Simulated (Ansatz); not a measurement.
## Mo, thickness series

Start from Mo in the bcc (W type) structure (space group Im-3m, No. 229; a = 3.130 Å). Axes: x, y, z lie along the cube axes.

Free-standing slabs (1 atom(s) a layer) normal to [110] with 15 Å of vacuum; in-plane cell held at bulk.

Level of theory: Kohn–Sham DFT with the PBEsol functional, run in Ansatz (a quantum-chemistry and plane-wave program) with PAW and 420 eV plane waves, no spin-orbit coupling, earlier PAW set.

Notes on the quantities. layer's space group: with vacuum; excess energy per area of both faces: slab less bulk energy over the cell's area: twice a surface energy; uncertain by up to 0.2 J/m².

```tsv
change	layer's space group	excess energy per area of both faces	thickness between the outermost nuclei	shortest interatomic distance
base	–	–	–	2.710 Å
1 layer	Cmmm (No. 65)	–	–	2.710 Å
2 layers	Cmme (No. 67)	…	2.00 Å	…
3 layers	Cmmm (No. 65)	…	4.26 Å	…
4 layers	Cmme (No. 67)	6.3 J/m²	6.47 Å	2.636 Å
5 layers	Cmmm (No. 65)	6.2 J/m²	8.66 Å	2.624 Å
6 layers	Cmme (No. 67)	6.2 J/m²	10.88 Å	2.625 Å
7 layers	Cmmm (No. 65)	6.2 J/m²	13.08 Å	2.625 Å
```

What belongs in the blanks?


- 2 layers, excess energy per area of both faces: 6.03 J/m²
- 2 layers, shortest interatomic distance: 2.537 Å
- 3 layers, excess energy per area of both faces: 6.4 J/m²
- 3 layers, shortest interatomic distance: 2.643 Å

Slab and bulk use different k-meshes, which limits the precision of the excess energy. Whether these cells are dynamically stable was not tested. The final runs are not spin-polarised.
